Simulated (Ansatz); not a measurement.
Base system: WSi₂ (space group I4/mmm, No. 139; a = 3.212 Å, c = 7.807 Å; relaxed with 0.1 eV smearing). Axes: x, y, z lie along a, b, c of the conventional cell.

All numbers come from r2SCAN, PAW, 500 eV (Ansatz, a first-principles code; no SOC), earlier PAW set.

It is then changed as follows: tensile biaxial strain of 0.51 % in the plane normal to [001], as in epitaxy on a mismatched substrate; the out-of-plane cell vector and the atoms relax.

Question: Estimate the effect on the in-plane stress.

Answer: The mean in-plane stress (compression positive) comes out as -2.7 GPa.

Question: What does the calculation give for the out-of-plane strain after the change?

Answer: The out-of-plane strain comes out as -0.17 %.

Question: Estimate the effect on the energy relative to the base.

Answer: The energy rises by 1.2 meV/atom.

Whether these cells are dynamically stable was not tested. All final runs are without spin polarisation.
